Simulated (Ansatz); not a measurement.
A hypothetical phase is included: elements placed on a structure type, which no database files for this compound.

By r2SCAN, the system below comes out a metal.

Without scattering a metal conducts by its projected Fermi surface.

Data:

```yaml
crystal:
  lattice:
    - [3.75845, 0.00000, 0.00000]
    - [0.00000, 3.75845, 0.00000]
    - [1.87922, -1.87922, 2.65762]
  atoms:
    - { symbol: As, position: [0.00000, 0.00000, 0.00000] }
    - { symbol: Ga, position: [0.50000, 0.50000, 0.00000] }
```

The cell was relaxed by PBE-D3(BJ); by r2SCAN it stands under a pressure of 0.7 GPa.

The current flows along the normal of the first two printed cell vectors, the (001) plane of the conventional cell. No spin-orbit coupling; the value is a mean over 0.1 eV about the Fermi level.

Problem. State the ballistic conductance per area according to r2SCAN (Ansatz, a first-principles code).

Solution. 0.94 × 10¹⁵ S/m² for both spins.
